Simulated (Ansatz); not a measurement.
O interstitial started as a split pair with O in metastable alpha cristobalite (the name describes the start): one set of geometries, relaxed with PBE, evaluated in Ansatz (PAW, plane waves to 420 eV, 500 eV under r2SCAN) with PBE, r2SCAN.

Cell and caveats: 96-site cell; 2×2×2 shifted k-points; start: split with O; charged states image-corrected; corrections reach 1.4 eV, so highly charged states may be off by several tenths; flagged in the runs: a host whose relaxation on this sampling wasn't shown to rest, a strain field that reaches the edge of the cell.

```
quantity                                                     PBE       r2SCAN
----------------------------------------------------------  ----  -----------
host gap (eV)                                               5.51          [?]
ε(0/−1) above the VBM (eV)                                  2.74          [?]
ε(−1/−2) above the VBM (eV)                                 3.33  not settled
neutral formation energy against O2 molecule in a box (eV)  1.88          [?]
largest moment on one atom at charge 0 (μB)                 0.00          [?]
largest moment on one atom at charge −1 (μB)                0.41          [?]
```

### Question
Given the lower rungs, what does r2SCAN give?

### Answer

- host gap (eV), r2SCAN: 6.14
- ε(0/−1) above the VBM (eV), r2SCAN: 3.04
- neutral formation energy against O2 molecule in a box (eV), r2SCAN: 1.92
- largest moment on one atom at charge 0 (μB), r2SCAN: 0.00
- largest moment on one atom at charge −1 (μB), r2SCAN: 0.43

Ansatz is a quantum-chemistry and plane-wave program.
